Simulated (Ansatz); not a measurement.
The reference is GaCuSe₂ in the chalcopyrite structure (space group I-42d, No. 122; a = 5.6718 Å, c = 11.2626 Å). Axes: x, y, z lie along a, b, c of the conventional cell.

Computed with PBE in Ansatz (plane waves to 420 eV, PAW, no spin-orbit coupling).

For the base:

```
Property                         Value
-----------------------------  -------
Pressure                       0.0 GPa
Shortest interatomic distance  2.430 Å
Band gap                          zero
```

It is then changed as follows: the cell is stretched by 1.50 % along z with no lateral relaxation; the atoms relax in the strained cell.

Problem. Predict the new energy relative to the base, pressure, shortest interatomic distance and band gap.

Solution. The energy grows by 1.3 meV/atom; the pressure (mean of the normal stresses, compression positive) goes from zero to -0.9 GPa; the shortest interatomic distance rises by 0.012 Å (2.430 Å → 2.442 Å); the band gap is still zero.

No phonon test of stability was made. All final runs are without spin polarisation. Gaps under 0.05 eV, about the width of the smearing, are given as zero. The zero or small gap of GaCuSe2 can change with the level of theory.

Ansatz is a program for electronic structure.
